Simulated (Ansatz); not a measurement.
An Ansatz (an electronic-structure program) input (Ansatz r2SCAN, scalar-relativistic without spin-orbit coupling):

Ansatz 0.2 input:
```yaml
crystal:
  lattice:
    - [4.6315099745, 0, 0]
    - [-2.3157549872, 4.0110052958, 0]
    - [0, 0, 7.5956069011]
  atoms:
    - { symbol: Cd, position: [0.6666666667, 0.3333333333, 0.9998172124] }
    - { symbol: Cd, position: [0.3333333333, 0.6666666667, 0.4998172124] }
    - { symbol: Te, position: [0.6666666667, 0.3333333333, 0.6253827876] }
    - { symbol: Te, position: [0.3333333333, 0.6666666667, 0.1253827876] }
basis: { ecutwfc: 500, ecutrho_ratio: 4, xc_grid: 4, fft_grid_basis: typed }
kpoints: { mp_grid: { grid: [8, 8, 5] } }
hamiltonian:
  xc: r2scan
  dispersion: none
  pseudopotentials: { kind: paw }
scf: { occupations: { method: fermi_dirac, width: 0.05 }, convergence: { dr2_threshold: 0.0000000004 } }
output: { forces: true, stress: true }
checkpoint: { write: state.ck, write_every: 1000 }
```

Problem. Which symmetry and how many k-points will the program report, and about how many plane waves at Γ?

Solution. Space group P63mc (ITA 186) with 12 operations, k-points 30 of 320, and 3633 plane waves at Γ.

No phonon test of stability was made. The cell was made from CdS by this change: S → Te; the result is a model cell, its experimental status unchecked. This is not the structure that CdTe has at room temperature and ambient pressure.
